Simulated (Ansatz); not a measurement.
## Worked sum: formation energy of H_i + V_Al in Al (fcc, Fm-3m)

Consider the formation energy of H_i + V_Al in Al (fcc, Fm-3m). Reaction: 107 Al (fcc) + 1/2 H2 (gas) → cell A.

A: a supercell of 108 sites of Al (fcc, Fm-3m) with one empty Al site amid 12 Al; H off the lattice sites (3 Al at 1.87 Å); the closest two of these centres are 1.6 Å apart; spin state with PBE: run without spin.

Ansatz (a first-principles code) with PAW potentials; structures come from PBE relaxations, nuclei static, no net charge. Ansatz runs with its default PAW set. Other levels take these structures. The lattices are those relaxed with PBE, so at other levels the solids can be strained, which adds to the spread. Larger cells are relaxed from a start prepared with the learned potential CHGNet, on a coarser mesh till forces fall under 0.03 eV/Å, which some starts already meet. A dispersion term (D3(BJ), or D4 for r2SCAN) was computed beside these levels and is taken off wherever the name lacks it. The PAW files were made for PBE and serve at the other functionals too. Space groups of crystals are read within 0.01 Å. Mesh and cell size may move defect energies by 0.1 eV or more. Cell A has symmetry R3m within 0.02 Å and got no random move, so less symmetric positions, which may lie lower, weren't tried.

Total energies of the cells in eV, at zero smearing width. They compare only within one column; the weights balance every element.

| cell | atoms | weight | PBE | PBEsol |
|---|---|---|---|---|
| A: Al:H_i + V_Al | 108 | +1 | -57527.17188 | -56140.62218 |
| Al (fcc) | 108 | −107/108 | -58049.82148 | -56650.58859 |
| H2 (gas) | 2 | −1/2 | -31.74439 | -31.21752 |

PBE: (-57527.17188) − 107/108 × (-58049.82148) − 1/2 × (-31.74439) = 1.023 eV.

PBEsol: (-56140.62218) − 107/108 × (-56650.58859) − 1/2 × (-31.21752) = 1.033 eV.
